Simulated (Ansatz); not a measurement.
# (Si)17/(Ge)1 zinc blende (111) superlattice on Si

A (111) superlattice of 17 double layers of Si and 1 of Ge (both in the zinc blende type), in-plane lattice that of Si; the cell holds Si34Ge2.

Method: PBE (plane waves to 420 eV, PAW; Ansatz, an electronic-structure program). Spin–orbit coupling is left out; PBE gaps are too small against experiment. Its k-point mesh 9×9×1, Fermi–Dirac width 0.01 eV.

| Property | Result |
|---|---|
| period | 57.05 Å |
| in-plane lattice vector | 3.868 Å |
| strain of bulk Ge held on this lattice, in plane and along the normal | -5.05 %, then +1.95 % |
| PBE gap of the superlattice over the mesh and listed points off it | 0.44 eV |

```yaml
crystal:
  lattice:
    - [3.86787, 0.00000, 0.00000]
    - [-1.93394, 3.34968, 0.00000]
    - [0.00000, 0.00000, 57.04982]
  atoms:
    - { symbol: Si, position: [0.00000, 0.00000, 0.99943] }
    - { symbol: Si, position: [0.00000, 0.00000, 0.04088] }
    - { symbol: Si, position: [0.33333, 0.66667, 0.05471] }
    - { symbol: Si, position: [0.33333, 0.66667, 0.09623] }
    - { symbol: Si, position: [0.66667, 0.33333, 0.11007] }
    - { symbol: Si, position: [0.66667, 0.33333, 0.15159] }
    - { symbol: Si, position: [0.00000, 0.00000, 0.16543] }
    - { symbol: Si, position: [0.00000, 0.00000, 0.20695] }
    - { symbol: Si, position: [0.33333, 0.66667, 0.22078] }
    - { symbol: Si, position: [0.33333, 0.66667, 0.26230] }
    - { symbol: Si, position: [0.66667, 0.33333, 0.27614] }
    - { symbol: Si, position: [0.66667, 0.33333, 0.31766] }
    - { symbol: Si, position: [0.00000, 0.00000, 0.33149] }
    - { symbol: Si, position: [0.00000, 0.00000, 0.37301] }
    - { symbol: Si, position: [0.33333, 0.66667, 0.38685] }
    - { symbol: Si, position: [0.33333, 0.66667, 0.42836] }
    - { symbol: Si, position: [0.66667, 0.33333, 0.44220] }
    - { symbol: Si, position: [0.66667, 0.33333, 0.48372] }
    - { symbol: Si, position: [0.00000, 0.00000, 0.49756] }
    - { symbol: Si, position: [0.00000, 0.00000, 0.53907] }
    - { symbol: Si, position: [0.33333, 0.66667, 0.55291] }
    - { symbol: Si, position: [0.33333, 0.66667, 0.59443] }
    - { symbol: Si, position: [0.66667, 0.33333, 0.60826] }
    - { symbol: Si, position: [0.66667, 0.33333, 0.64978] }
    - { symbol: Si, position: [0.00000, 0.00000, 0.66362] }
    - { symbol: Si, position: [0.00000, 0.00000, 0.70514] }
    - { symbol: Si, position: [0.33333, 0.66667, 0.71897] }
    - { symbol: Si, position: [0.33333, 0.66667, 0.76049] }
    - { symbol: Si, position: [0.66667, 0.33333, 0.77433] }
    - { symbol: Si, position: [0.66667, 0.33333, 0.81585] }
    - { symbol: Si, position: [0.00000, 0.00000, 0.82968] }
    - { symbol: Si, position: [0.00000, 0.00000, 0.87121] }
    - { symbol: Si, position: [0.33333, 0.66667, 0.88504] }
    - { symbol: Si, position: [0.33333, 0.66667, 0.92649] }
    - { symbol: Ge, position: [0.66667, 0.33333, 0.94121] }
    - { symbol: Ge, position: [0.66667, 0.33333, 0.98471] }
```
